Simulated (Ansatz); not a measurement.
KCSN (Pbcm, No. 57) was calculated with BLYP in Ansatz (PAW).

Numerical settings: plane-wave cutoff 520 eV, 6×6×6 k mesh, Fermi–Dirac smearing 0.01 eV, scalar-relativistic PAW data made under PBE.

Shape and atoms are relaxed at each volume.

Pressure at four volumes; x = ln(V/23.793 Å³). One pressure is withheld.

```tsv
V (Å³/atom)	x	P (GPa)
22.841	-0.0408	0.505
23.793	0.0000	0.005
24.269	0.0198	-0.176
24.745	0.0392	?
```

Pass a parabola P(x) through the three rows shown, estimate the bulk modulus and its pressure derivative near zero pressure, and predict the withheld pressure.

Slopes between the rows: (0.005 − (0.505))/(0.0000 − (-0.0408)) = -12.25 and (-0.176 − (0.005))/(0.0198 − (0.0000)) = -9.14 GPa. Their difference over the span 0.0606 is c = 3.11/0.0606 = 51.3 GPa, so P(x) = 0.505 + (-12.25)(x − (-0.0408)) + 51.3 (x − (-0.0408))(x − (0.0000)). At the middle row B = −dP/dx = −[-12.25 + 51.3 × 0.0408] = 10.2 GPa, and B′ = dB/dP = 2c/B = 10.1. At x = 0.0392 the parabola gives -0.314 GPa; the run gives -0.313 GPa. The Birch–Murnaghan fit to the energies at all volumes has B0 = 10.1 GPa and B′ = 10.2.

Note: the cell is over a tenth larger than the published one: the level's own overestimate first of all, though another phase or state, or a fault of the published cell, is possible; the bulk modulus comes from volumes at which shape and atoms were relaxed.

Ansatz is a first-principles code.
